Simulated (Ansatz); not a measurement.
composition SiNi, cell Si24Ni24, first heated far above this temperature, then brought to it [in the run: it was liquid; mean temperature 1428 K (target 1370 K); density 5.30 g/cm³; mean pressure -0.7 GPa against a target of 0; 2×2×2 k-points, which a denser mesh shifts by 0.0 GPa in pressure and 0.02 eV/Å in forces]. The atoms began on random sites, so units and networks may differ from a laboratory melt's. Bonds are counted up to Ni-Ni 3.34 Å, Ni-Si 3.30 Å, Si-Si 3.42 Å.

### Question
What distribution of Ni-Ni-Ni angles does PBE (Ansatz, a program for electronic structure) give?

### Answer
mean 100°, standard deviation 32°.
```json
[
 {"angle (°)": "1.5", "p (1/°)": "0.0000"},
 {"angle (°)": "4.5", "p (1/°)": "0.0000"},
 {"angle (°)": "7.5", "p (1/°)": "0.0000"},
 {"angle (°)": "10.5", "p (1/°)": "0.0000"},
 {"angle (°)": "13.5", "p (1/°)": "0.0000"},
 {"angle (°)": "16.5", "p (1/°)": "0.0000"},
 {"angle (°)": "19.5", "p (1/°)": "0.0000"},
 {"angle (°)": "22.5", "p (1/°)": "0.0000"},
 {"angle (°)": "25.5", "p (1/°)": "0.0000"},
 {"angle (°)": "28.5", "p (1/°)": "0.0000"},
 {"angle (°)": "31.5", "p (1/°)": "0.0000"},
 {"angle (°)": "34.5", "p (1/°)": "0.0000"},
 {"angle (°)": "37.5", "p (1/°)": "0.0000"},
 {"angle (°)": "40.5", "p (1/°)": "0.0001"},
 {"angle (°)": "43.5", "p (1/°)": "0.0012"},
 {"angle (°)": "46.5", "p (1/°)": "0.0035"},
 {"angle (°)": "49.5", "p (1/°)": "0.0073"},
 {"angle (°)": "52.5", "p (1/°)": "0.0108"},
 {"angle (°)": "55.5", "p (1/°)": "0.0129"},
 {"angle (°)": "58.5", "p (1/°)": "0.0129"},
 {"angle (°)": "61.5", "p (1/°)": "0.0113"},
 {"angle (°)": "64.5", "p (1/°)": "0.0097"},
 {"angle (°)": "67.5", "p (1/°)": "0.0080"},
 {"angle (°)": "70.5", "p (1/°)": "0.0062"},
 {"angle (°)": "73.5", "p (1/°)": "0.0061"},
 {"angle (°)": "76.5", "p (1/°)": "0.0061"},
 {"angle (°)": "79.5", "p (1/°)": "0.0064"},
 {"angle (°)": "82.5", "p (1/°)": "0.0073"},
 {"angle (°)": "85.5", "p (1/°)": "0.0089"},
 {"angle (°)": "88.5", "p (1/°)": "0.0096"},
 {"angle (°)": "91.5", "p (1/°)": "0.0107"},
 {"angle (°)": "94.5", "p (1/°)": "0.0120"},
 {"angle (°)": "97.5", "p (1/°)": "0.0127"},
 {"angle (°)": "100.5", "p (1/°)": "0.0128"},
 {"angle (°)": "103.5", "p (1/°)": "0.0129"},
 {"angle (°)": "106.5", "p (1/°)": "0.0131"},
 {"angle (°)": "109.5", "p (1/°)": "0.0119"},
 {"angle (°)": "112.5", "p (1/°)": "0.0110"},
 {"angle (°)": "115.5", "p (1/°)": "0.0098"},
 {"angle (°)": "118.5", "p (1/°)": "0.0086"},
 {"angle (°)": "121.5", "p (1/°)": "0.0083"},
 {"angle (°)": "124.5", "p (1/°)": "0.0074"},
 {"angle (°)": "127.5", "p (1/°)": "0.0071"},
 {"angle (°)": "130.5", "p (1/°)": "0.0068"},
 {"angle (°)": "133.5", "p (1/°)": "0.0059"},
 {"angle (°)": "136.5", "p (1/°)": "0.0058"},
 {"angle (°)": "139.5", "p (1/°)": "0.0056"},
 {"angle (°)": "142.5", "p (1/°)": "0.0054"},
 {"angle (°)": "145.5", "p (1/°)": "0.0052"},
 {"angle (°)": "148.5", "p (1/°)": "0.0050"},
 {"angle (°)": "151.5", "p (1/°)": "0.0047"},
 {"angle (°)": "154.5", "p (1/°)": "0.0042"},
 {"angle (°)": "157.5", "p (1/°)": "0.0039"},
 {"angle (°)": "160.5", "p (1/°)": "0.0036"},
 {"angle (°)": "163.5", "p (1/°)": "0.0030"},
 {"angle (°)": "166.5", "p (1/°)": "0.0029"},
 {"angle (°)": "169.5", "p (1/°)": "0.0020"},
 {"angle (°)": "172.5", "p (1/°)": "0.0014"},
 {"angle (°)": "175.5", "p (1/°)": "0.0010"},
 {"angle (°)": "178.5", "p (1/°)": "0.0003"}
]
```
